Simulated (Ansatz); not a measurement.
**Pressure series in Ta2N**

The parent structure is Ta2N in the anti-CdI2 type structure (space group P-3m1, No. 164).

```
CELL_PARAMETERS angstrom
      3.07453     0.00000     0.00000
     -1.53726     2.66262     0.00000
      0.00000     0.00000     4.85200
ATOMIC_POSITIONS crystal
  N  0.00000 0.00000 0.00000
  Ta 0.33333 0.66667 0.25619
  Ta 0.66667 0.33333 0.74381
```

Cell and atoms are relaxed at each pressure.

Method: Kohn–Sham DFT with the PBE-D3(BJ) functional, run in Ansatz (a program for electronic structure) with PAW and 420 eV plane waves, spin-orbit coupling left out, earlier PAW set.

```csv
pressure (GPa),volume per atom (Å³/atom)
-2,13.334
0,13.240
3,13.105
7,12.937
15,12.630
30,?
50,11.613
75,11.080
100,10.644
```

Question: Fit the third-order Birch–Murnaghan form P(V) = (3B₀/2)[(V₀/V)^(7/3) − (V₀/V)^(5/3)]·[1 + (3/4)(B₀′ − 4)((V₀/V)^(2/3) − 1)] (squares taken in P) to the rows shown and predict the withheld row.

Answer: Least squares on the printed values gives V₀ = 13.239 Å³/atom, B₀ = 290 GPa, B₀′ = 4.2; this predicts 12.143 Å³/atom, and the run gives 12.142 Å³/atom, in agreement.

Load acts through the strain it causes; cell and atoms are relaxed under it. Stability against distortions was not tested. No other phases were tried under pressure. All final runs are without spin polarisation. An odd electron count without spin: Ta2N.
